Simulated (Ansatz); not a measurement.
Base system: ZrO₂ in the fluorite structure (space group Fm-3m, No. 225; a = 5.064 Å).

Level of theory: DFT with PBEsol, PAW potentials and a 420 eV plane-wave cutoff in Ansatz (a program for electronic structure), no SOC.

Before the change:

| Quantity | Result |
|---|---|
| Magnetic state | not spin-polarised |
| Volume per atom | 10.82 Å³ |

It is then changed as follows: every Zr is replaced by Nd, then cell and atoms are relaxed.

Q: Estimate the effect on the magnetic state.

A: The magnetic state becomes ferromagnetic (base: not spin-polarised).

Q: Predict the new volume per atom.

A: The volume per atom rises by 1.88 Å³ (10.82 Å³ → 12.70 Å³).

The magnetic state is the one reached from the starting moments; the real material's order can differ, and small cells can't hold many antiferromagnetic ones. The 4f electrons are in the valence with no U and their state was not checked, so volumes and moments can be off. Stability against distortions was not tested. For NdO2 in this form, whether it has been made was not checked. No Hubbard U is applied, and correlation can decide whether such a compound is a metal. This is not the structure that ZrO2 has at room temperature and ambient pressure.
